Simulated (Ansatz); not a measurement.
## TiO2, response to strain

Take TiO₂ in the anatase structure (space group I4_1/amd, No. 141) as the base.

```
TiO2
1.0
   -1.86967     1.86967     4.72754
    1.86967    -1.86967     4.72754
    1.86967     1.86967    -4.72754
Ti O
2 4
Direct
  0.75000   0.25000   0.50000
  0.00000   0.00000   0.00000
  0.54202   0.04202   0.50000
  0.79202   0.79202   0.00000
  0.20798   0.20798   0.00000
  0.95798   0.45798   0.50000
```

Cartesian axes are those of the cell as printed.

Strains are applied to the cell and any free atomic positions relax.

All numbers come from LDA, PAW, 420 eV (Ansatz, a program for electronic structure; no SOC).

Notes on the quantities. pressure: mean of the normal stresses, compression positive; energy relative to the base: free energy F.

```csv
variant,smallest direct gap,pressure,energy relative to the base,band gap,largest internal atomic displacement
base,2.44 eV,0.00 GPa,0 meV/atom,2.08 eV,–
uniaxial strain ε_xx = −3.00 %,2.53 eV,8.00 GPa,+13 meV/atom,2.20 eV,0.031 Å
uniaxial strain ε_xx = −2.40 %,2.51 eV,?,+8.2 meV/atom,2.17 eV,0.025 Å
uniaxial strain ε_xx = −1.80 %,2.49 eV,4.59 GPa,?,2.15 eV,0.018 Å
uniaxial strain ε_xx = −1.20 %,2.48 eV,?,+2.0 meV/atom,2.13 eV,0.012 Å
uniaxial strain ε_xx = −0.60 %,2.46 eV,1.46 GPa,+0.5 meV/atom,2.11 eV,–
```

Q: Complete the table.

A: 
- uniaxial strain ε_xx = −2.40 %, pressure: 6.26 GPa
- uniaxial strain ε_xx = −1.80 %, energy relative to the base: +4.5 meV/atom
- uniaxial strain ε_xx = −1.20 %, pressure: 2.99 GPa

Whether these cells are dynamically stable was not tested. The final runs are not spin-polarised.
